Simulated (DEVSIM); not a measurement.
Structure: Au/AlN/SiO2/n-Si capacitor, at 250 K.

```
layer (left to right)  material  thickness (nm)  Nd (cm⁻³)
---------------------  --------  --------------  ---------
1                           AlN            6.00          -
2                          SiO2            1.00          -
3                            Si           11000     2.8e15
```

Metal gate on the left, work function 5.1 eV. Fixed charge at the semiconductor interface -9.9e11 cm⁻² (in units of +e); no interface traps.

This is a model device: material constants are rounded textbook-type values typed into the input, and sizes, dopings and lifetimes were drawn at random. Values at 300 K; Nc and Nv go as T^1.5, mobilities as T to minus their exponent, the gap by Varshni's rule with the affinity fixed.

```tsv
parameter	AlN	SiO2	Si
gap (eV)	6.1	9	1.124
affinity (eV)	1.9	0.9	4.05
permittivity	8.5	3.9	11.7
Nc (cm⁻³)	-	-	2.86e19
Nv (cm⁻³)	-	-	3.1e19
Varshni α (eV/K)	-	-	0.000473
Varshni β (K)	-	-	636
```

DEVSIM, 1D Poisson equation in equilibrium, Boltzmann statistics, complete ionisation; no quantum confinement or tunnelling. Metal contacts follow the ideal Schottky-Mott rule: no Fermi-level pinning, no interface dipoles.

Tabulate band edges, carrier densities and field at 0.5 V on the gate.

Energies count from the Fermi level of the right contact; mesh points crowd at the junctions.

```csv
x (μm),Ec (eV),Ev (eV),n (cm⁻³),p (cm⁻³),field (V/cm)
0.000,2.700,-3.400,< 1e2,< 1e2,180000
0.001427,2.726,-3.374,< 1e2,< 1e2,180000
0.003830,2.770,-3.330,< 1e2,< 1e2,180000
0.005573,2.802,-3.298,< 1e2,< 1e2,180000
0.006660,3.836,-5.164,< 1e2,< 1e2,400000
0.007835,0.698,-0.439,190000,3.4e10,-20000
0.01082,0.691,-0.445,250000,2.6e10,-20000
0.02330,0.666,-0.470,800000,8.0e9,-20000
0.04945,0.616,-0.520,8200000,7.8e8,-19000
0.1185,0.498,-0.638,2.0e9,3200000,-16000
0.2872,0.295,-0.841,2.4e13,260,-8400
0.9918,0.193,-0.943,2.8e15,< 1e2,≈ 0
2.468,0.193,-0.943,2.8e15,< 1e2,≈ 0
6.039,0.193,-0.943,2.8e15,< 1e2,≈ 0
9.590,0.193,-0.943,2.8e15,< 1e2,≈ 0
10.44,0.193,-0.943,2.8e15,< 1e2,≈ 0
10.79,0.193,-0.943,2.8e15,< 1e2,≈ 0
10.92,0.193,-0.943,2.8e15,< 1e2,≈ 0
10.98,0.193,-0.943,2.8e15,< 1e2,≈ 0
11.00,0.193,-0.943,2.8e15,< 1e2,≈ 0
11.00,0.193,-0.943,2.8e15,< 1e2,≈ 0
11.01,0.193,-0.943,2.8e15,< 1e2,≈ 0
```
